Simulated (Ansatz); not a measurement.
The reference is GaN in the wurtzite structure (space group P6_3mc, No. 186).

```
CELL_PARAMETERS angstrom
      3.21837     0.00000     0.00000
     -1.60918     2.78719     0.00000
      0.00000     0.00000     5.24320
ATOMIC_POSITIONS crystal
  Ga 0.33333 0.66667 0.00014
  Ga 0.66667 0.33333 0.50014
  N  0.33333 0.66667 0.37686
  N  0.66667 0.33333 0.87686
```

Cartesian axes are those of the cell as printed.

Level of theory: PBE in Ansatz (plane waves to 420 eV, PAW, no spin-orbit coupling).

Strains are applied to the cell and any free atomic positions relax; under biaxial strain the out-of-plane vector relaxes too.

One change was made to it. Results:

```json
[
 {"quantity": "band gap", "base": "1.71 eV", "after": "1.58 eV"},
 {"quantity": "electron mass", "base": "0.14 mₑ along c, 0.16 mₑ across (at Γ)", "after": "0.14 mₑ out of plane, 0.15 mₑ in plane (at Γ)"},
 {"quantity": "valence-band top at Γ (three highest levels, from the VBM)", "base": "0.00, 0.00, -0.04 eV", "after": "0.00, -0.06, -0.06 eV"}
]
```

**Question.** What was done to the base?
A) biaxial strain +1.80 %, plane normal [001], relaxed out of plane
B) biaxial strain +3.00 %, plane normal [001], relaxed out of plane
C) biaxial strain +2.40 %, plane normal [001], relaxed out of plane
D) biaxial strain +1.20 %, plane normal [001], relaxed out of plane

**Answer.** D, biaxial strain +1.20 %, plane normal [001], relaxed out of plane. For comparison, the band gap in the other runs: biaxial strain +2.40 %, plane normal [001], relaxed out of plane gives 1.42 eV; biaxial strain +1.80 %, plane normal [001], relaxed out of plane gives 1.50 eV; biaxial strain +3.00 %, plane normal [001], relaxed out of plane gives 1.34 eV.

Masses are band curvatures over ±0.01 Å⁻¹ around the edge. Stability against distortions was not tested.

Ansatz is a quantum-chemistry and plane-wave program.
